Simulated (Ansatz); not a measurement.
Band structure of BaP4Pd2 (I4/mmm, 7 atoms in the cell).

```
CELL_PARAMETERS angstrom
     -3.42191     3.42191     2.98690
      3.42191    -3.42191     2.98690
      3.42191     3.42191    -2.98690
ATOMIC_POSITIONS crystal
  Ba 0.00000 0.00000 0.00000
  P  0.27381 0.50000 0.77381
  P  0.72619 0.50000 0.22619
  P  0.50000 0.72619 0.22619
  P  0.50000 0.27381 0.77381
  Pd 0.75000 0.25000 0.50000
  Pd 0.25000 0.75000 0.50000
```

Computed with LDA (PW92), PAW files made with PBE (plane waves; Ansatz, a quantum-chemistry and plane-wave program).

Settings: kpoints.mp_grid.grid = 6 6 6; hamiltonian.xc = lda; hamiltonian.pseudopotentials = {kind: paw} (the program's default PAW files); scf.occupations.method = fermi_dirac; scf.occupations.width = 0.136 eV; kpoints.band_path.npoints = 8.

The starting cell comes from a database of computed structures (which also holds hypothetical and non-ambient phases and stackings), without a prior relaxation at this level. Spin polarisation is off.

Levels in eV from the Fermi level, bands 30 to 37:
| point | 30 | 31 | 32 | 33 | 34 | 35 | 36 | 37 |
|---|---|---|---|---|---|---|---|---|
| Γ | -2.34 | -2.24 | -2.24 | -1.46 | -0.54 | 1.80 | 2.94 | 3.03 |
| X | -2.44 | -1.85 | -1.24 | 0.15 | 0.63 | 1.72 | 1.82 | 2.40 |
| M | -1.50 | -1.50 | -0.48 | -0.48 | 1.38 | 1.38 | 2.07 | 2.56 |
| Z | -1.61 | -1.61 | -0.29 | -0.29 | 1.37 | 1.37 | 1.94 | 2.23 |
| P | -1.97 | -1.65 | -1.03 | 0.05 | 0.05 | 1.81 | 1.81 | 1.87 |
| N | -1.79 | -1.70 | -0.23 | -0.20 | -0.15 | 1.20 | 1.72 | 2.84 |
| Z1 | -1.61 | -1.61 | -0.29 | -0.29 | 1.37 | 1.37 | 1.94 | 2.23 |

Bands cross the Fermi level along this path, so the cell is metallic at this level.

Keys are those of Ansatz 0.2.
